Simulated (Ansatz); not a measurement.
The reference is ZnSe in the zinc blende structure (space group F-43m, No. 216; a = 5.733 Å).

(Cell as relaxed with PBE.)

Levels (all Ansatz, a first-principles code, PAW, earlier PAW set): PBE (420 eV, no spin-orbit coupling); r2SCAN (500 eV, scalar-relativistic without spin-orbit coupling).

Each level relaxes its own structure.

| base | PBE | r2SCAN |
|---|---|---|
| volume per atom | 23.55 Å³ | 22.74 Å³ |
| lattice parameter a | 5.733 Å | 5.666 Å |
| band gap | 1.15 eV | 1.86 eV |

One thing is altered: the cell is scaled by 1.0334 in all directions; the atoms relax in the strained cell.

```json
[
 {"quantity": "hole mass (degenerate bands, along [100])", "PBE": "0.071, 0.72, 0.72 mₑ (at Γ)", "r2SCAN": "(withheld)"},
 {"quantity": "shift of the gap caused by the change", "PBE": "-0.37 eV", "r2SCAN": "(withheld)"},
 {"quantity": "gap character", "PBE": "direct at Γ", "r2SCAN": "(withheld)"},
 {"quantity": "band gap", "PBE": "0.78 eV", "r2SCAN": "(withheld)"},
 {"quantity": "electron mass", "PBE": "0.069 mₑ (at Γ)", "r2SCAN": "(withheld)"}
]
```

Q: Given the PBE results, estimate those of r2SCAN.

A: 
- hole mass (degenerate bands, along [100]), r2SCAN: 0.11, 0.69, 0.69 mₑ (at Γ)
- shift of the gap caused by the change, r2SCAN: -0.41 eV
- gap character, r2SCAN: direct at Γ
- band gap, r2SCAN: 1.46 eV
- electron mass, r2SCAN: 0.11 mₑ (at Γ)

PBE's shift of the gap caused by the change lies 0.04 eV above r2SCAN's; PBE's band gap lies 0.673 eV below r2SCAN's; the two agree on the gap character. Neither level is exact; r2SCAN is the comparison here, not a measurement.

Effective masses come from finite differences of ±0.01 Å⁻¹. No phonon test of stability was made.
